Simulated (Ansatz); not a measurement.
The parent structure is Ir in the fcc (Cu type) structure (space group Fm-3m, No. 225; a = 3.8311 Å; relaxed with 0.1 eV smearing). Axes: x, y, z lie along the cube axes.

All numbers come from PBEsol/PAW in Ansatz (a program for electronic structure), no SOC.

The change: every lattice vector is stretched by 1.00 %; the atoms relax in the strained cell.

### Question
Predict the stress tensor and what it implies for the stiffness.

### Answer
Stress of the strained cell less that of the base (GPa, compression positive):
```
  -10.7     0.0     0.0
    0.0   -10.7     0.0
    0.0     0.0   -10.7
```

Then B = −ΔP/(ΔV/V₀) with ΔV/V₀ = 0.0303 gives secant stiffness values (nonlinear terms included at this strain): B ≈ 352 GPa.

As a check, the harmonic strain energy −½ V₀ Δσ:ε is 14 meV/atom; the computed energy rise is 15 meV/atom.

No phonon test of stability was made. All final runs are without spin polarisation.
